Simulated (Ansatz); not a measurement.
Base system: Al2O3 in the corundum structure (space group R-3c, No. 167; a = 4.7589 Å, c = 12.9952 Å (hexagonal axes)). Axes: x lies along a and z along c of the hexagonal cell.

The values are results of Kohn–Sham DFT with the r2SCAN functional, run in Ansatz (a quantum-chemistry and plane-wave program) with PAW and 500 eV plane waves, spin-orbit coupling left out, not measurements.

Strains are applied to the cell and any free atomic positions relax; under biaxial strain the out-of-plane vector relaxes too; under stress the whole cell relaxes.

One change was made to it. Results:

The width of the top valence band increases by 0.036 eV (0.65 eV → 0.68 eV); the band gap grows by 0.376 eV (7.14 eV → 7.51 eV).

### Question
Which of these changes matches the shifts?
A. biaxial strain −1.59 %, plane normal [001], relaxed out of plane
B. uniaxial stress, 5 GPa compression along z
C. biaxial strain −1.83 %, plane normal [001], relaxed out of plane

### Answer
C, biaxial strain −1.83 %, plane normal [001], relaxed out of plane. For comparison, the band gap in the other runs: uniaxial stress, 5 GPa compression along z gives 7.11 eV; biaxial strain −1.59 %, plane normal [001], relaxed out of plane gives 7.47 eV.

Stability under load was not tested beyond the relaxation.
